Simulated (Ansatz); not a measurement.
GaCuSe2 under a change: biaxial strain +3.15 %, plane normal [001], relaxed out of plane

The reference is GaCuSe2 in the chalcopyrite structure (space group I-42d, No. 122; a = 5.672 Å, c = 11.263 Å). Axes: x, y, z lie along a, b, c of the conventional cell.

The change: biaxial strain +3.15 %, plane normal [001], relaxed out of plane (Cartesian); in-plane vectors clamped, the third vector and the atoms free.

Level of theory: DFT with PBE, PAW potentials and a 420 eV plane-wave cutoff in Ansatz (a quantum-chemistry and plane-wave program), spin-orbit coupling left out, earlier PAW set. Γ-centred 8×8×8 mesh, Fermi–Dirac width 0.05 eV.

```tsv
quantity	base	changed	shift
volume per atom	22.65 Å³	23.22 Å³	+0.57 Å³
space group	I-42d (No. 122)	I-42d (No. 122)	–
shortest interatomic distance	2.430 Å	2.460 Å	+0.030 Å
energy relative to the base (free energy F)	0 meV/atom	+10 meV/atom	+10 meV/atom
pressure (mean of the normal stresses, compression positive)	0.0 GPa	-1.5 GPa	-1.5 GPa
band gap (uncertain: the Fermi level lies in a band; the changed cell)	zero	0.07 eV	–
out-of-plane strain (rough)	–	-3.64 %	–
```

Final structure (turned so that z lies along the plane normal):

```yaml
crystal:
  lattice:
    - [5.85068, 0.00000, 0.00000]
    - [0.00000, 5.85068, 0.00000]
    - [2.92534, -2.92534, 5.42650]
  atoms:
    - { symbol: Cu, position: [0.25000, 0.25000, 0.50000] }
    - { symbol: Cu, position: [0.00000, 0.00000, 0.00000] }
    - { symbol: Ga, position: [0.75000, 0.75000, 0.50000] }
    - { symbol: Ga, position: [0.50000, 0.50000, 0.00000] }
    - { symbol: Se, position: [0.37097, 0.62500, 0.75000] }
    - { symbol: Se, position: [0.87903, 0.12500, 0.75000] }
    - { symbol: Se, position: [0.12500, 0.37097, 0.25000] }
    - { symbol: Se, position: [0.62500, 0.87903, 0.25000] }
```

Cost of the whole job for the changed cell (relaxation, final SCF and bands): very roughly 6 core-minutes.

Without a gap, meshes like the base's 8×8×8 leave anisotropic stresses uncertain by several tenths of a GPa, and small strain energies with them. Whether these cells are dynamically stable was not tested. All final runs are without spin polarisation. A zero or small gap of GaCuSe2 can be the functional's error rather than a property of the material.
